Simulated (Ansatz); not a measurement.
Data:

```xyz
2
Lattice="0.0000 2.9838 3.2706 2.9838 0.0000 3.2706 2.9838 2.9838 0.0000" Properties=species:S:1:pos:R:3 pbc="T T T"
Cd     0.0000     0.0000     0.0000
Se     4.4757     4.4757     4.9059
```

Computed with r2SCAN with spin-orbit coupling, rigid bands (plane waves, PAW; Ansatz, a program for electronic structure). Condition of this run: uniaxial stress zz = -2 GPa (compression positive) (the target of the relaxation). How the cell was made: cell and atoms relaxed with r2SCAN, then loaded as said.

**Question.** What conductivity effective mass do dilute holes have at 300 K?

**Answer.** 0.43 (x), 0.43 (y), 0.92 (z) mₑ.

**Question.** Predict the electron conductivity mass (n e² τ/σ) at 300 K, by direction if it differs.

**Answer.** 0.095 (x), 0.095 (y), 0.107 (z) mₑ.

**Question.** And the band gap?

**Answer.** 0.77 eV at this level; semilocal functionals usually fall short of the measured gap.

Rigid bands, one relaxation time for all states, no polarons.
